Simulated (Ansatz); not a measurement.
The parent structure is HfO₂ in the rutile structure (space group P4_2/mnm, No. 136; a cell from a computed database, its experimental status unchecked).

```xyz
6
Lattice="4.8301 0.0000 0.0000 0.0000 4.8301 0.0000 0.0000 0.0000 3.2097" Properties=species:S:1:pos:R:3 pbc="T T T"
Hf     0.0000     0.0000     0.0000
Hf     2.4151     2.4151     1.6049
O      0.9417     3.8884     1.6049
O      3.8884     0.9417     1.6049
O      3.3568     3.3568     0.0000
O      1.4733     1.4733     0.0000
```

Levels (all Ansatz, a quantum-chemistry and plane-wave program, PAW): PBEsol (420 eV, no spin-orbit coupling); r2SCAN (500 eV, spin-orbit coupling left out); HSE06 (420 eV, spin-orbit coupling left out).

At the geometry relaxed with PBEsol, these levels gave the following band gaps, in shuffled order: (a) 4.56 eV, (b) 3.89 eV, (c) 5.66 eV.

Task: Match each gap to its level.

Result: (a) r2SCAN; (b) PBEsol; (c) HSE06.

Single points use the geometry relaxed with PBEsol. Spin-orbit coupling, missing from the scalar runs, can matter with Hf. Whether these cells are dynamically stable was not tested. This is not the structure that HfO2 has at room temperature and ambient pressure.
